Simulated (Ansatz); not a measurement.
The parent structure is Ga2O3 in the corundum structure (space group R-3c, No. 167; a = 5.000 Å, c = 13.449 Å (hexagonal axes)). Axes: x lies along a and z along c of the hexagonal cell.

Computed with Ansatz (an electronic-structure program) PBEsol, no spin-orbit coupling.

Strains are applied to the cell and any free atomic positions relax.

One change was made to it. Results:

| quantity | base | after |
|---|---|---|
| pressure (mean of the normal stresses, compression positive) | 0.1 kbar | 28.0 kbar |
| energy relative to the base (free energy F) | 0 meV/atom | +1.6 meV/atom |
| shortest interatomic distance | 1.931 Å | 1.918 Å |
| band gap | 2.70 eV | 2.82 eV |
| electron mass | 0.22 mₑ (at Γ) | 0.23 mₑ (at Γ) |

Question: Which of these changes matches the shifts?
(A) strain tensor (xx, yy, zz, yz, xz, xy) = (+0.76, +0.16, +1.56, −1.19, +0.89, +0.83) %
(B) strain tensor (xx, yy, zz, yz, xz, xy) = (−0.66, −1.74, +1.31, −0.20, −0.51, −0.26) %
(C) uniaxial strain ε_yy = −1.17 %
(D) uniaxial strain ε_zz = −5.65 %
(E) tensor shear ε_xy = +1.86 %

Answer: C, uniaxial strain ε_yy = −1.17 %. For comparison, the energy relative to the base in the other runs: tensor shear ε_xy = +1.86 % gives +4.4 meV/atom; strain tensor (xx, yy, zz, yz, xz, xy) = (+0.76, +0.16, +1.56, −1.19, +0.89, +0.83) % gives +7.2 meV/atom; uniaxial strain ε_zz = −5.65 % gives +35 meV/atom; strain tensor (xx, yy, zz, yz, xz, xy) = (−0.66, −1.74, +1.31, −0.20, −0.51, −0.26) % gives +5.1 meV/atom.

Masses are band curvatures over ±0.01 Å⁻¹ around the edge. Whether these cells are dynamically stable was not tested.
